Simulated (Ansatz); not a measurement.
## Response to strain in Pd

The parent structure is Pd in the fcc (Cu type) structure (space group Fm-3m, No. 225; relaxed with 0.1 eV smearing).

```
Pd
1.0
    0.00000     1.92070     1.92070
    1.92070     0.00000     1.92070
    1.92070     1.92070     0.00000
Pd
1
Direct
  0.00000   0.00000   0.00000
```

Cartesian axes are those of the cell as printed.

Strains are applied to the cell and any free atomic positions relax; under biaxial strain the out-of-plane vector relaxes too.

Method: LDA (Ansatz, a quantum-chemistry and plane-wave program), no spin-orbit coupling.

Notes on the quantities. energy relative to the base: free energy F.

| biaxial strain, plane normal [111], relaxed out of plane (%) | energy relative to the base (meV/atom) |
|---|---|
| 0 | 0.0 |
| 0.42 | 0.5 |
| 0.83 | 2.1 |
| 1.25 | 4.7 |
| 1.67 | 8.2 |
| 2.08 | ? |
| 2.5 | 17.8 |

Question: Fit ΔE = Aε² + Bε³ (ε in %) to the rows shown and predict the withheld row.

Answer: Least squares on the printed values gives A = 3.14 and B = -0.12 meV/atom (largest residual 0.0 meV/atom); this predicts 12.5 meV/atom, and the run gives 12.5 meV/atom, in agreement.

No phonon test of stability was made. The final runs are not spin-polarised. Pd lies near a magnetic instability that expansion can trigger; it was not tested.
